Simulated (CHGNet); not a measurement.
## NiAs-type NiSb

Calculation: the machine-learned potential CHGNet 0.3.0 (trained on PBE and PBE+U data).

Cell (relaxed at this level):

NiSb is taken in the hexagonal space group P6₃/mmc (No. 194), the NiAs type structure, Pearson symbol hP4. Lattice parameters: a = b = 3.946 Å, c = 5.215 Å, α = β = 90.00°, γ = 120.00°. Ni on 2a sees 2 Ni at 2.608 Å and 6 Sb at 2.625 Å. Sb on 2c has 6 Ni at 2.625 Å. (Neighbours: up to the widest gap in distance over summed covalent radii, below 1.35, at either atom; cation-cation and far metal-metal contacts left out.)

| Item | Result |
|---|---|
| lattice parameter a | 3.946 Å |
| lattice parameter c | 5.215 Å |

Measured, for comparison: lattice constant a 3.946 Å, lattice parameter c 5.148 Å (temperature not stated, no zero-point or thermal correction; as tabulated in Wikipedia's data pages). Computed (rounded) less measured: lattice constant a 0.0 %, lattice parameter c +1.3 %.

A machine-learned potential is trained on density-functional data: it inherits that level's misses and adds fitting errors of its own.

Note: the model gives imaginary modes for this phase (in the spectrum interpolated from a supercell).
